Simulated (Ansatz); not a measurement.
PrRh₂ (Fd-3m, No. 227)

Computed with r²SCAN (Ansatz, a program for electronic structure, plane waves, PAW).

Numerical settings: plane-wave cutoff 500 eV, 12×12×12 k mesh, Fermi–Dirac smearing 0.1 eV, spin-polarised start, scalar-relativistic PAW data made under PBE.

Cell: relaxed at this level.

```
Item                       Result
------------------  -------------
volume per atom     17.99 Å³/atom
lattice constant a        7.558 Å
```

Note: the magnetic order was assumed, not searched for or taken from measurement; the 4f shell is treated without U or exact exchange, so its levels and filling can be wrong.

Spin–orbit coupling is not included.

Computed values are for the static lattice.
